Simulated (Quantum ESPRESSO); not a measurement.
**Parameter sweep on Cu8O7 (C2, 15 atoms in the cell)**

```xyz
15
Lattice="4.0748 -4.0718 0.0000 4.0748 4.0718 0.0000 -3.8681 0.0000 4.9772" Properties=species:S:1:pos:R:3 pbc="T T T"
Cu    -0.9574     0.0201     1.2880
Cu     5.2390     0.0201     3.6893
Cu     5.1667     2.0537     1.1719
Cu    -0.8852     2.0537     3.8053
Cu     1.1296     0.0410     3.8475
Cu     3.1519     0.0410     1.1297
Cu     1.0463     2.0212     1.2875
Cu     3.2353     2.0212     3.6897
O     -1.8075    -0.9600     4.9333
O      6.0890    -0.9600     0.0439
O      4.0748    -3.0139     0.0000
O      2.1408    -0.9822     2.4886
O      0.0856     0.9960     2.6414
O      4.1960     0.9960     2.3358
O      2.1408     2.9978     2.4886
```

Base run A: LDA (PZ), PSlibrary ultrasoft (LDA) pseudopotentials in Quantum ESPRESSO 7.5, self-consistent single point.

Its settings: ecutwfc = 55 Ry; ecutrho = 385 Ry; occupations = smearing; smearing = gauss; degauss = 0.019992 Ry; potentials = {Cu: Cu.pz-dn-rrkjus_psl.1.0.0.UPF, O: O.pz-n-rrkjus_psl.1.0.0.UPF}; K_POINTS = automatic 4 4 4 0 0 0; conv_thr = 1e-09 Ry.

The starting cell comes from a database of computed structures (which also holds hypothetical and non-ambient phases and stackings), without a prior relaxation at this level. Its lattice was rescaled by a random factor within 2.5 % of one. Spin polarisation is off, so a magnetic state, if there is one, cannot be reached. In the base run, with a pressure of about -5 GPa the cell is away from its equilibrium volume at this level. The run gives no clean gap (levels at the Fermi energy touch, overlap or are partly filled at this smearing), which alone does not show that the compound is a metal.

ΔF is the free energy per atom less that of run A. 

```csv
run,mixing_beta,ΔF (meV/atom),pressure (GPa),largest force (eV/Å),iterations
A,default,0.00,-4.57,0.133,26
B,0.05,0.00,-4.57,0.133,37
C,0.1,0.00,-4.57,0.133,23
D,0.2,0.00,-4.57,0.133,20
E,0.3,0.00,-4.57,0.134,20
```

Runs B, C, D, E ended on the same solution as A (within 1 meV/atom). The fewest iterations to that state were 20 (D, E); the most were 37.
